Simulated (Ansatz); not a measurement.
## A computed series for hypothetical fluorite MoS2: pressure series

The parent structure is MoS2 in the fluorite structure (space group Fm-3m, No. 225; a = 5.853 Å; ferromagnetic; a hypothetical phase, not in the database extracts checked).

Cell and atoms are relaxed at each pressure.

Level of theory: plane-wave PAW DFT at the PBEsol level (Ansatz, a program for electronic structure, 420 eV), no SOC.

| pressure (GPa) | volume per atom (Å³/atom) |
|---|---|
| -2 | 16.996 |
| -1 | 16.850 |
| 0 | 16.707 |
| 0.3 | 16.664 |
| 0.7 | 16.609 |
| 1.5 | 16.498 |
| 3 | ? |
| 7.5 | 15.745 |
| 10 | 15.470 |

**Question.** Fit the third-order Birch–Murnaghan form P(V) = (3B₀/2)[(V₀/V)^(7/3) − (V₀/V)^(5/3)]·[1 + (3/4)(B₀′ − 4)((V₀/V)^(2/3) − 1)] (squares taken in P) to the rows shown and predict the withheld row.

**Answer.** Least squares on the printed values gives V₀ = 16.706 Å³/atom, B₀ = 118 GPa, B₀′ = 2.6; this predicts 16.299 Å³/atom, and the run gives 16.298 Å³/atom, in agreement.

The magnetic state is the one reached from the starting moments; the real material's order can differ, and small cells can't hold many antiferromagnetic ones. Load acts through the strain it causes; cell and atoms are relaxed under it. Stability against distortions was not tested. No other phases were tried under pressure.
